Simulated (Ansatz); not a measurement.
An Ansatz (an electronic-structure program) input (r2SCAN (Ansatz; PAW; 500 eV plane waves; scalar-relativistic without spin-orbit coupling)):

Ansatz 0.2 input:
```yaml
crystal:
  lattice:
    - [3.3904309714, 0, 0]
    - [0, 3.3904309714, 0]
    - [0, 0, 29.384380386]
  atoms:
    - { symbol: O, position: [0.25, -0.25, 0.2552376433] }
    - { symbol: Ca, position: [0.75, 0.25, 0.2552376433] }
    - { symbol: O, position: [0.75, -0.75, 0.3368250955] }
    - { symbol: Ca, position: [1.25, -0.25, 0.3368250955] }
    - { symbol: O, position: [1.25, -1.25, 0.4184125478] }
    - { symbol: Ca, position: [1.75, -0.75, 0.4184125478] }
    - { symbol: O, position: [1.75, -1.75, 0.5] }
    - { symbol: Ca, position: [2.25, -1.25, 0.5] }
    - { symbol: O, position: [2.25, -2.25, 0.5815874522] }
    - { symbol: Ca, position: [2.75, -1.75, 0.5815874522] }
    - { symbol: O, position: [2.75, -2.75, 0.6631749045] }
    - { symbol: Ca, position: [3.25, -2.25, 0.6631749045] }
    - { symbol: O, position: [3.25, -3.25, 0.7447623567] }
    - { symbol: Ca, position: [3.75, -2.75, 0.7447623567] }
basis: { ecutwfc: 500, ecutrho_ratio: 4, xc_grid: 4, fft_grid_basis: typed }
kpoints: { mp_grid: { grid: [10, 10, 1] } }
hamiltonian:
  xc: r2scan
  dispersion: none
  pseudopotentials: { kind: paw }
scf: { occupations: { method: fermi_dirac, width: 0.05 }, convergence: { dr2_threshold: 0.0000000014 } }
relax: { f_tol: 0.01, max_steps: 50 }
output: { forces: true, stress: true }
checkpoint: { write: state.ck, write_every: 1000 }
```

Question: Which symmetry and how many k-points will the program report, and about how many plane waves at Γ?

Answer: Space group P4/mmm (ITA 123) with 16 operations, k-points 21 of 100, and 8555 plane waves at Γ.

Whether these cells are dynamically stable was not tested. The cell was made from CaO in the rock salt structure (space group Fm-3m, No. 225) by this change: a free-standing slab of 7 layers (14 atoms, 2 a layer) is cut normal to the z axis, with 15 Å of vacuum and the in-plane cell held at bulk.
